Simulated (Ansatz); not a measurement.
**hypothetical Fmmm Ga with two functionals, isotropic strain −3.83 %**

Take Ga (space group Fmmm, No. 69; a = 2.8251 Å, b = 4.9929 Å, c = 10.3211 Å; a hypothetical phase, not in the database extracts checked; relaxed with 0.1 eV smearing) as the base.

(Cell as relaxed with PBE-D3(BJ).)

Levels (all Ansatz, a program for electronic structure, PAW): PBE-D3(BJ) (420 eV, scalar-relativistic without spin-orbit coupling); r2SCAN+rVV10 (500 eV, spin-orbit coupling left out).

Each level relaxes its own structure.

```csv
base,PBE-D3(BJ),r2SCAN+rVV10
volume per atom,18.20 Å³,17.81 Å³
band gap,zero,zero
```

One thing is altered: an isotropic linear strain of −3.83 %; the atoms relax in the strained cell.

```json
[
 {"quantity": "energy relative to the base (free energy F)", "PBE-D3(BJ)": "+48 meV/atom", "r2SCAN+rVV10": "+54 meV/atom"},
 {"quantity": "pressure (mean of the normal stresses, compression positive)", "PBE-D3(BJ)": "8.7 GPa", "r2SCAN+rVV10": "9.9 GPa"},
 {"quantity": "band gap", "PBE-D3(BJ)": "zero", "r2SCAN+rVV10": "zero"}
]
```

PBE-D3(BJ)'s energy relative to the base lies 5.4 meV/atom below r2SCAN+rVV10's; PBE-D3(BJ)'s pressure lies 1.2 GPa below r2SCAN+rVV10's; the two agree on the band gap. Neither level is exact; r2SCAN+rVV10 is the comparison here, not a measurement.

Whether these cells are dynamically stable was not tested. The base started in Cmce and relaxed to Fmmm at this level.
